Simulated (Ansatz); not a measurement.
A 16-atom cell of (Ru,Re) started in the hexagonal close-packed structure, site fractions Ru 0.750, Re 0.250, short-range order -0.06 in the first shell of the mixed sites (0 is random, a negative value favours unlike neighbours), space group P1 at the end. The mixed sublattice has 16 sites.

The mixing enthalpy is taken against the end members in the hexagonal close-packed type (which need not be the stable form of Ru and Re), relaxed in the same cell and mesh.

All values below come from r2SCAN (plane waves to 500 eV, PAW; Ansatz, an electronic-structure program). No spin–orbit coupling; the runs are not spin-polarised. Its k-point mesh 6×6×6, Fermi–Dirac width 0.05 eV.

| cell | energy at zero smearing (eV) |
|---|---|
| Ru | -94251.282 |
| Re | -174093.039 |
| ReRu3 | -114212.577 |

### Question
Work out the mixing enthalpy per mixed site and the interaction parameter Ω of a regular solution.

### Answer
With x = 4/16 of the second end member, ΔH = [-114212.577 − 12/16 × (-94251.282) − 4/16 × (-174093.039)] / 16 = -53 meV against the separate end members. Ω = ΔH / x(1 − x) = -285 meV.
